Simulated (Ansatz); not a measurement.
The starting structures come from a database of crystals and need not be the phases stable at ambient conditions.

Inside the gap of an insulator the Bloch states are evanescent, with a wavenumber k + iκ along the transport direction.

Data:

```
La2Na3B3O9
1.0
    5.18313     0.00000     0.00000
    0.00000    11.38649     0.00000
    0.00000     5.69325     3.67747
Na La B O
3 2 3 9
Direct
  0.00000   0.54240   0.91520
  0.50000   0.87090   0.25820
  0.50000   0.28850   0.42300
  0.00000   0.95670   0.66020
  0.00000   0.38310   0.66020
  0.50000   0.70810   0.01340
  0.50000   0.27850   0.01340
  0.00000   0.94200   0.11600
  0.00000   0.13230   0.73540
  0.00000   0.74460   0.30060
  0.00000   0.95480   0.30060
  0.50000   0.25030   0.84940
  0.50000   0.90030   0.84940
  0.73360   0.61710   0.08360
  0.26640   0.29930   0.08360
  0.26640   0.61710   0.08360
  0.73360   0.29930   0.08360
```

Space group of this cell: Amm2. The cell is taken as given; by r2SCAN its mean pressure is -2.9 GPa.

Transport runs along the normal of the first two printed cell vectors.

The gap is the functional's own, uncorrected, and κ follows it; spin-orbit coupling is left out. Mid-gap values are interpolated between the computed energies.

Problem. Compute, with r2SCAN run with Ansatz (an electronic-structure program), the band gap and the smallest decay constant κ at mid-gap.

Solution. Gap 4.32 eV on a 6×8×8 mesh; κ = 0.429 1/Å, at the zone centre.
